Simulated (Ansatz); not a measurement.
Results of PBEsol (Ansatz, a first-principles code, plane waves, PAW) for WB (Cmcm, No. 63; structure not from a measured cell).

Run with plane-wave cutoff 520 eV, 20×20×20 k mesh, Fermi–Dirac smearing 0.067 eV (set by the program), no spin polarisation, scalar-relativistic PAW data made under PBE.

Computed at the level's own relaxed cell.

Hill averages of the elastic tensor: K = 359.2 GPa, G = 203.6 GPa. Volume 10.261 Å³/atom, mean atomic mass 97.326 u.

Q: Work out the density, the sound velocities of a polycrystal and the elastic Debye temperature at this level.

A: ρ = 1.66054 × 97.326/10.261 = 15.750 g/cm³. v_l = √[(K + 4G/3)/ρ] = 6.328 km/s and v_t = √(G/ρ) = 3.595 km/s. The mean follows from 3/v_m³ = 1/v_l³ + 2/v_t³: v_m = 3.997 km/s. Θ_D = (ħ/k_B) v_m (6π²/V)^(1/3) = 76.38 K Å s/km × 3.997 × 1.7937 Å⁻¹ = 548 K, counting all atoms of the cell.

Note: the relaxation could not lower the start's symmetry, so the cell can be a saddle point above a distorted one.
